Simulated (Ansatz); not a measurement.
Consider GaN in the zinc blende structure (space group F-43m, No. 216).

```cif
data_Ga4N4
_chemical_formula_sum 'Ga4 N4'
_space_group_name_H-M_alt 'F-43m'
_space_group_IT_number 216
_space_group_name_Hall 'F -4 2 3'
_cell_length_a 4.49791
_cell_length_b 4.49791
_cell_length_c 4.49791
_cell_angle_alpha 90.000
_cell_angle_beta 90.000
_cell_angle_gamma 90.000
loop_
_atom_site_label
_atom_site_type_symbol
_atom_site_symmetry_multiplicity
_atom_site_Wyckoff_symbol
_atom_site_fract_x
_atom_site_fract_y
_atom_site_fract_z
_atom_site_occupancy
Ga1 Ga 4 a 0.00000 0.00000 0.00000 1
N1 N 4 d 0.75000 0.75000 0.75000 1
```
(The calculation used a cell of 2 atoms; values per cell refer to that cell.)

Calculations: Ansatz (a first-principles code), r2SCAN, PAW, cutoff 500 eV, spin-orbit coupling left out.

One change was made to it. Results:

The density grows by 0.14 g/cm³ to 6.25 g/cm³; the hole mass (degenerate bands, along [100]) goes from 0.18, 0.86, 0.86 mₑ (at Γ) to 0.19, 0.84, 0.84 mₑ (at Γ); the width of the top valence band increases by 0.11 eV, from 3.72 eV to 3.83 eV; the valley order (the lowest conduction-band minima on the path, energy above the VBM, named in the base's zone) changes from Γ 2.17 eV; X along ⟨100⟩ 3.77 eV to Γ 2.32 eV; X along ⟨100⟩ 3.78 eV.

### Question
What was done to the base?
A. pressure 15 GPa
B. pressure 30 GPa
C. pressure 4.5 GPa
D. pressure 9 GPa

### Answer
C, pressure 4.5 GPa. For comparison, the valley order in the other runs: pressure 15 GPa gives Γ 2.61 eV; X along ⟨100⟩ 3.80 eV; pressure 9 GPa gives Γ 2.45 eV; X along ⟨100⟩ 3.79 eV; pressure 30 GPa gives Γ 2.96 eV; X along ⟨100⟩ 3.82 eV.

The levels and masses belong to the bands next to the band gap. Load acts through the strain it causes; cell and atoms are relaxed under it. Effective masses come from finite differences of ±0.01 Å⁻¹. Whether these cells are dynamically stable was not tested. Tetrahedral semiconductors of this kind turn to denser phases somewhere between about 1 and 50 GPa; those were not computed, so compressed cells here can lie past the real transition. This is not the structure that GaN has at room temperature and ambient pressure.
